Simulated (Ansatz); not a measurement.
CsCl-type BaTe (model structure), treated with r²SCAN (Ansatz, a quantum-chemistry and plane-wave program, PAW).

Numerical settings: plane-wave cutoff 500 eV, 10×10×10 k mesh, Fermi–Dirac smearing 0.05 eV, scalar-relativistic PAW data made under PBE.

Cell (relaxed at this level):

BaTe is modelled in the cubic space group Pm-3m (No. 221), the CsCl type structure, Pearson symbol cP2. Conventional cell: a = b = c = 4.241 Å, α = β = γ = 90.00°. Ba on 1a sees 8 Te at 3.673 Å (cubic). Te on 1b is coordinated by 8 Ba at 3.673 Å (cubic). (Neighbours: up to the widest gap in distance over summed covalent radii, below 1.35, at either atom; cation-cation and far metal-metal contacts left out.)

### Question
Give the computed band gap.

### Answer

- band gap = 1.19 eV (on the SCF k mesh)

Note: the relaxation could raise the start's symmetry but not lower it, so the cell can be a saddle point.

Spin–orbit coupling is not included; with these elements it can move the gap by several tenths of an eV or more.

The computed numbers hold no vibrational or temperature effects.

The result took about 25 core-seconds (a rough figure).

A model structure was made by putting elements into a prototype or built by hand; it is no filed structure, need not be a known phase, and can be a saddle point held by its symmetry.
